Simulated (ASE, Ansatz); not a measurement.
A thermal frame of composition SiNi, cell Si24Ni24, held well above this temperature first, at a temperature that wasn't checked against the liquidus, so perhaps supercooled [in the CHGNet run: it was liquid; mean temperature 1135 K (target 1140 K); density 5.52 g/cm³; mean pressure -0.5 GPa against a target of 0], from MD with the machine-learned potential CHGNet 0.3.0 in ASE at 1140 K. Computed with PBE (plane waves, PAW; Ansatz, a program for electronic structure).

```json
{
 "plane_wave_cutoff": "420 eV",
 "k-points": "one point, (1/4, 1/4, 1/4)",
 "Fermi-Dirac width": "0.098 eV",
 "spin": "not polarised; no spin-orbit coupling"
}
```

A check of the k-sampling: on the last frame of the same run a denser mesh moved the PBE forces by 0.067 eV/Å rms, the static pressure by -0.15 GPa and the free energy by -11 meV/atom.

```
CELL_PARAMETERS angstrom
      8.55852     0.00000     0.00000
      0.00000     8.55852     0.00000
      0.00000     0.00000     8.55852
ATOMIC_POSITIONS crystal
  Ni 0.79941 0.84204 0.69056
  Ni 0.79252 0.10569 0.31763
  Ni 0.14137 0.27536 0.18621
  Ni 0.31950 0.58339 0.53505
  Ni 0.55777 0.59418 0.06930
  Ni 0.19279 0.54953 0.78776
  Ni 0.02343 0.52277 0.03134
  Ni 0.49873 0.15285 0.39019
  Ni 0.97455 0.81500 0.32590
  Ni 0.83848 0.94162 0.05509
  Ni 0.66815 0.39180 0.21716
  Ni 0.44497 0.82210 0.42407
  Ni 0.32073 0.01288 0.15890
  Ni 0.49798 0.99875 0.94383
  Ni 0.89824 0.58977 0.77211
  Ni 0.75259 0.60960 0.43910
  Ni 0.05372 0.42485 0.56427
  Ni 0.58233 0.32062 0.94062
  Ni 0.82117 0.32878 0.71151
  Ni 0.16934 0.56312 0.29339
  Ni 0.29253 0.81786 0.72527
  Ni 0.87673 0.22654 0.05266
  Ni 0.16659 0.02233 0.46931
  Ni 0.92247 0.06757 0.80072
  Si 0.06916 0.67687 0.54489
  Si 0.61542 0.14005 0.12559
  Si 0.47262 0.02987 0.60441
  Si 0.64672 0.75849 0.90448
  Si 0.22790 0.84100 0.29995
  Si 0.30281 0.77696 0.98115
  Si 0.91787 0.39869 0.29397
  Si 0.20410 0.07623 0.73592
  Si 0.29803 0.32296 0.43764
  Si 0.54245 0.85610 0.16917
  Si 0.02223 0.77350 0.90725
  Si 0.77322 0.68341 0.17393
  Si 0.02455 0.32001 0.84563
  Si 0.66601 0.11509 0.76975
  Si 0.91816 0.14613 0.52732
  Si 0.29098 0.50079 0.03154
  Si 0.62668 0.34950 0.53537
  Si 0.47806 0.56757 0.33774
  Si 0.04104 0.03517 0.17493
  Si 0.33556 0.22031 0.98405
  Si 0.56122 0.70272 0.63159
  Si 0.73738 0.89961 0.45061
  Si 0.76723 0.47818 0.95719
  Si 0.43638 0.45540 0.73390
```

### Question
Give the forces on atoms 11, 16, 20, 21, 30, 38 (eV/Å), the static pressure (no kinetic part).

### Answer

```tsv
atom	Fx Fy Fz
Ni11	-0.017 -0.616 1.702
Ni16	0.467 -0.251 0.258
Ni20	-0.381 -0.455 -0.195
Ni21	0.218 0.681 -1.092
Si30	0.294 0.886 0.254
Si38	0.810 -0.264 0.329
```
- static pressure (no kinetic part) = -0.07 GPa
